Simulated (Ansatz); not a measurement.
The starting structures come from a database of crystals and need not be the phases stable at ambient conditions.

 Where the default PAW files enter, the runs use the earlier of Ansatz's two default sets.

Tunnelling through a barrier is set by its complex band structure: the current falls as exp(−2κd) with the smallest κ.

Given:

```
ZrO2
1.0
    4.97318     0.00000     0.00000
    0.00000     4.99909     0.00000
    0.00000     0.00000     5.28340
Zr O
4 8
Direct
  0.26646   0.25094   0.03027
  0.73354   0.75094   0.96973
  0.26646   0.75094   0.46973
  0.73354   0.25094   0.53027
  0.53670   0.49916   0.22988
  0.46330   0.99916   0.77012
  0.53670   0.99916   0.27012
  0.46330   0.49916   0.72988
  0.06736   0.39389   0.36503
  0.93264   0.89389   0.63497
  0.06736   0.89389   0.13497
  0.93264   0.39389   0.86503
```

Space group of this cell: Pca2_1. The cell is strained (lengths across the current scaled by 0.98, ions clamped); by r2SCAN its mean pressure is 10.8 GPa.

Transport runs along the normal of the first two printed cell vectors.

The gap is the functional's own. No spin-orbit coupling. Mid-gap values are interpolated on the energy grid.

State the band gap and the smallest decay constant κ at mid-gap according to r2SCAN (Ansatz, a program for electronic structure).

Gap 4.57 eV on a 6×6×6 mesh; κ = 0.411 1/Å, at the zone centre.
